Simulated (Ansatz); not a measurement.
An Ansatz (a program for electronic structure) input (r2SCAN, PAW, 500 eV (Ansatz; without spin-orbit coupling)):

Ansatz 0.2 input:
```yaml
crystal:
  lattice:
    - [2.9632282562, 0, 0]
    - [0, 2.9632282562, 0]
    - [0, 0, 2.9632282562]
  atoms:
    - { symbol: Al, position: [0, 0, 0] }
    - { symbol: Ru, position: [0.5, 0.5, 0.5] }
basis: { ecutwfc: 500, ecutrho_ratio: 4, xc_grid: 4, fft_grid_basis: typed }
kpoints: { mp_grid: { grid: [16, 16, 16] } }
hamiltonian:
  xc: r2scan
  dispersion: none
  pseudopotentials: { kind: paw }
scf: { occupations: { method: fermi_dirac, width: 0.05 }, convergence: { dr2_threshold: 0.0000000002 } }
output: { forces: true, stress: true }
checkpoint: { write: state.ck, write_every: 1000 }
```

Which symmetry and how many k-points will the program report, and about how many plane waves at Γ?

Space group Pm-3m (ITA 221) with 48 operations, k-points 165 of 4096, and 691 plane waves at Γ.

And the final pressure?

4.48 GPa (compression positive).

Single points use the geometry relaxed with PBEsol. Load acts through the strain it causes; cell and atoms are relaxed under it. Stability against distortions was not tested. All final runs are without spin polarisation. The cell was made from AlRu in the CsCl type structure (space group Pm-3m, No. 221) by this change: pressure 3 GPa.
